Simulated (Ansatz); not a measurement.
Ansatz (a program for electronic structure) run on Ta3W (Fm-3m, 4 atoms in the cell): zone-centre phonon calculation.

Method of the run: LDA (PW92), default PAW files made with PBE (plane waves; Ansatz).

```xyz
4
Lattice="0.0000 3.2508 3.2508 3.2508 0.0000 3.2508 3.2508 3.2508 0.0000" Properties=species:S:1:pos:R:3 pbc="T T T"
Ta     1.6254     1.6254     1.6254
Ta     4.8763     4.8763     4.8763
Ta     3.2508     3.2508     3.2508
W      0.0000     0.0000     0.0000
```

Reference input (self-consistent single point, DFT, LDA (PW92), plane waves, default PAW files made with PBE): basis.ecutwfc = 30.9 Ry; kpoints.mp_grid.grid = 9 9 9; hamiltonian.xc = lda; hamiltonian.pseudopotentials = {kind: paw} (the program's default PAW files); scf.occupations.method = gaussian; scf.occupations.width = 0.0073 Ry. This run's input differs from it in these lines:

Ansatz 0.2 input:
```diff
@@ -18,7 +18,5 @@
 scf:
-  occupations: { method: gaussian, width: 0.0073 Ry }
-output:
-  forces: true
-  eigenvalues: true
-  stress: true
+  occupations: { method: gaussian, width: 0.0037 Ry }
+phonons:
+  method: dfpt
```

The program printed (abridged):

```
SCF iter   1: F=—  HF=-39177.838822 eV  |F-HF|=—  |Δ(HF+E_count)|=         —  Δρ=6.85e-3  dr2=3.72e-2  ethr=1.77e-3  ⟨swp⟩=4.4  Hψ=9556  notcnv=0
all-band conjugate gradients solve this SCF's bands
preconditioner: auto → Kerker (q_TF=auto, 2.613 Å⁻¹)
SCF iter   2: F=—  HF=-39177.832305 eV  |F-HF|=—  |Δ(HF+E_count)|=   6.52e-3  Δρ=3.96e-3  dr2=1.09e-2  ethr=7.02e-5  ⟨swp⟩=1.1  Hψ=3013  notcnv=0  defer=1
   [... lines left out ...]
SCF iter   5: F=—  HF=-39177.829344 eV  |F-HF|=—  |Δ(HF+E_count)|=   2.03e-6  Δρ=6.89e-6  dr2=1.92e-8  ethr=2.63e-9  ⟨swp⟩=2.0  Hψ=3075  notcnv=0  defer=1
SCF iter   6: F=—  HF=-39177.829344 eV  |F-HF|=—  |Δ(HF+E_count)|=   1.24e-9  Δρ=1.31e-6  dr2=8.94e-10  ethr=3.63e-11  ⟨swp⟩=2.0  Hψ=3767  notcnv=0  defer=1
SCF iter   7: F=—  HF=-39177.829344 eV  |F-HF|=—  |Δ(HF+E_count)|=  1.46e-10  Δρ=2.42e-7  dr2=2.98e-11  ethr=1.69e-12  ⟨swp⟩=2.2  Hψ=3495  notcnv=0  defer=1
SCF iter   8: F=-39177.829344 eV  HF=-39177.829344 eV  |F-HF|=7.28e-12  |Δ(HF+E_count)|=  7.28e-12  Δρ=2.81e-8  dr2=4.20e-13  ethr=1.00e-12  ⟨swp⟩=9.1  Hψ=10454  notcnv=0
SCF 1 converged in 8 iterations: F = -39177.829344 eV  dr2 = 4.20e-13
DFPT response loops at Γ: preconditioner auto → Kerker (q_TF=auto, 2.613 Å⁻¹) (partly filled bands, converged f_vac=0.000) …
Free energy (F): -39177.829344 eV
Internal energy: -39177.823610 eV  (E = F + TS)
E sigma→0 (E₀):  -39177.826477 eV
Entropy (-TS):   -0.005734 eV (-1.434 meV/atom)
Fermi energy:    19.381191 eV
--- Phonons (Γ-DFPT): 3 representative perturbations + reference, on 75 of 729 k-points (Σ response iterations 9) ---
  k mesh reduced under 8 symmetry operations, with k and −k counted as one. Each operation leaves every solved displacement unchanged or reverses it
  ASR residual: 1.994e-5 → 0.000e0 eV/Å²; symmetrization residual: 1.526e-5 eV/Å²
  ASR residual per site (eV/Å²): 1.99e-5 1.99e-5 1.02e-5 1.75e-5
  Γ frequencies (cm⁻¹): 0.00 0.00 0.00 139.98 139.98 139.98 144.82 144.82 144.82 176.11 176.11 176.11
  non-analytic LO–TO correction: not included (Born effective charges unavailable; polar crystals: no LO–TO splitting at Γ)
```

The run converged in 8 iterations. 

Summary of the result:
- Free energy E − TS (on the zero of these files) = -39177.8293 eV
- Fermi level (on the code's own zero) = 19.38 eV
- Zone-centre frequencies (cm⁻¹; negative means imaginary) = 0, 0, 0, 140, 140, 140, 145, 145, 145, 176, 176, 176

The starting cell comes from a database of computed structures (which also holds hypothetical and non-ambient phases and stackings), without a prior relaxation at this level. Its lattice was rescaled by up to half a per cent. Spin polarisation is off.

Cost on one core of a shared machine: roughly 60 s.
